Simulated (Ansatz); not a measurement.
Seebeck coefficient (μV/K, mean over directions) of n-type CaZrN2 (R-3m) against carrier density, PBEsol, rigid bands run with Ansatz (a first-principles code). Computed gap 0.37 eV; densities at which minority carriers matter at this gap, or further valleys turn the trend, are left out. Conductivity mass 0.26 mₑ (harmonic mean over directions), N_c = 1.6e19 cm⁻³ at 300 K.

| electron density | 300 K |
|---|---|
| 1e18 cm⁻³ | -454 |
| 3e18 cm⁻³ | ___ |
| 1e19 cm⁻³ | -260 |
| 3e19 cm⁻³ | ___ |
| 1e20 cm⁻³ | ___ |
| 3e20 cm⁻³ | -52 |
| 1e21 cm⁻³ | -26 |

### Question
Some entries are withheld; supply them.

### Answer

- 3e18 cm⁻³, 300 K: -360
- 3e19 cm⁻³, 300 K: -175
- 1e20 cm⁻³, 300 K: -98

Rigid bands with a gap fixed in temperature, one relaxation time for all states, no polarons or phonon drag, and whether or not such doping can be reached. Spin-orbit coupling is left out.

Computed structure with no diffraction record at hand here (it may be known, metastable or hypothetical): CaZrN2 (R-3m).
